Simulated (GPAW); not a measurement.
Input and output of a self-consistent single point for TaCr₂ (Fd-3m, 6 atoms in the cell) (GPAW).

Level of theory: PBEsol, GPAW PAW datasets PBEsol (made by gpaw-setup) (plane waves; GPAW).

```xyz
6
Lattice="0.0000 3.4490 3.4490 3.4490 0.0000 3.4490 3.4490 3.4490 0.0000" Properties=species:S:1:pos:R:3 pbc="T T T"
Ta     5.1734     5.1734     5.1734
Ta     3.4490     3.4490     3.4490
Cr     2.5867     2.5867     0.8622
Cr     2.5867     0.8622     2.5867
Cr     0.8622     0.8622     0.8622
Cr     0.8622     2.5867     2.5867
```

Reference input (self-consistent single point, DFT LDA (Perdew-Wang 92), plane waves, GPAW PAW datasets LDA (gpaw-data 1.0.1)): mode = pw; ecut = 800 eV; xc = LDA; kpts = 8 8 8; mesh shift (steps) = 0 0 0; occupations.name = methfessel-paxton; occupations.width = 0.1 eV; occupations.order = 0; nbands = -14; convergence.density = 1e-05 e/electron; symmetry.symmorphic = false; symmetry.tolerance = 0.0005. This run's input differs from it in these lines:

```diff
@@ -17,3 +17,3 @@
 calc = GPAW(mode={'name': 'pw', 'ecut': 800},
-            xc='LDA',
+            xc='PBEsol',
             kpts={'size': (8, 8, 8), 'gamma': True},
```

Its files differ too (potentials: GPAW PAW datasets PBEsol (made by gpaw-setup)).

Output (repeated stretches shortened):

```
     iter     time        total  log10-change:
                         energy   eigst   dens
iter:   1 --:--:--   -72.912945
iter:   2 --:--:--   -68.946294   -0.80  -0.92
iter:   3 --:--:--   -65.199866   -0.53  -0.97
iter:   4 --:--:--   -64.997911   -1.01  -1.07
iter:   5 --:--:--   -62.365501   -0.51  -1.14
   [... 2 lines left out ...]
iter:   8 --:--:--   -62.430042   -1.02  -1.56
iter:   9 --:--:--   -62.422343   -1.90  -2.07
iter:  10 --:--:--   -62.398863   -2.36  -2.12
iter:  11 --:--:--   -62.383003   -2.54  -2.23
iter:  12 --:--:--   -62.379607c  -2.85  -2.57
iter:  13 --:--:--   -62.380005c  -3.41  -3.16
iter:  14 --:--:--   -62.380960c  -3.60  -3.24
iter:  15 --:--:--   -62.380302c  -3.84  -2.96
iter:  16 --:--:--   -62.380272c  -4.27  -3.23
   [... 8 lines left out ...]
iter:  25 --:--:--   -62.380060c  -6.33  -4.32
iter:  26 --:--:--   -62.380061c  -6.66  -4.35
iter:  27 --:--:--   -62.380063c  -6.72  -4.51
iter:  28 --:--:--   -62.380061c  -7.01  -4.66
iter:  29 --:--:--   -62.380061c  -7.37  -5.16c
iter:  30 --:--:--   -62.380062c  -7.83c -5.32c
Converged after 30 iterations.

Dipole moment: (-16.791755, -16.791755, -16.791755) |e|*Ang

Energy contributions relative to reference atoms: (reference = -962304.777062)

Kinetic:        -52.039804
Potential:      +24.089849
External:        +0.000000
XC:             -34.828169
Entropy (-ST):   -0.024631
Local:           +0.410379
SIC:             +0.000000
--------------------------
Free energy:    -62.392377
Extrapolated:   -62.380062

Showing only first 2 kpts
 Kpt  Band  Eigenvalues  Occupancy
  0    23     11.75656    0.00787
  0    24     11.75656    0.00787
  0    25     11.75656    0.00787
  0    26     12.17191    0.00000

  1    23     11.72330    0.02873
  1    24     11.74886    0.01081
  1    25     11.74886    0.01081
  1    26     12.14227    0.00000

Fermi level: 11.56864

No gap
   [... lines left out ...]
  0 Ta   -0.00000   -0.00000    0.00000
  1 Ta    0.00000   -0.00000   -0.00000
  2 Cr   -0.00000    0.00000   -0.00000
  3 Cr    0.00000    0.00000    0.00000
  4 Cr    0.00000    0.00000   -0.00000
  5 Cr    0.00000   -0.00000    0.00000

Stress tensor:
     0.030841     0.000000     0.000000
     0.000000     0.030841    -0.000000
     0.000000    -0.000000     0.030841
Stress (GPa, Voigt): [ 4.9413  4.9413  4.9413 -0.      0.      0.    ]
```

The run converged in 30 iterations. GPAW prints stress with tension positive. Against the reference run the pressure goes from -12.06 to -4.94 GPa.

The starting cell comes from a database of computed structures (which also holds hypothetical and non-ambient phases and stackings), without a prior relaxation at this level. Spin polarisation is off. With a pressure of about -5 GPa the cell is away from its equilibrium volume at this level.

Cost on one core of a shared machine: roughly 2 min.
